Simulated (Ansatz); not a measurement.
InAs: isotropic strain +2.20 %

Start from InAs in the zinc blende structure (space group F-43m, No. 216; a = 6.1091 Å).

It is then changed as follows: an isotropic linear strain of +2.20 %, atoms relaxed at fixed cell.

Level of theory: r2SCAN (Ansatz, a first-principles code), no spin-orbit coupling. Γ-centred 9×9×9 mesh, Fermi–Dirac width 0.05 eV.

The space group is still F-43m (No. 216) and the shortest interatomic distance grows by 0.110 bohr to 5.109 bohr. The energy grows by 20 meV/atom and the pressure goes from zero to -3.2 GPa. The band gap goes from 0.08 eV to zero.

The mesh was chosen for an insulator and is coarse for the gapless case. No phonon test of stability was made. All final runs are without spin polarisation. The zero or small gap of InAs can change with the level of theory.
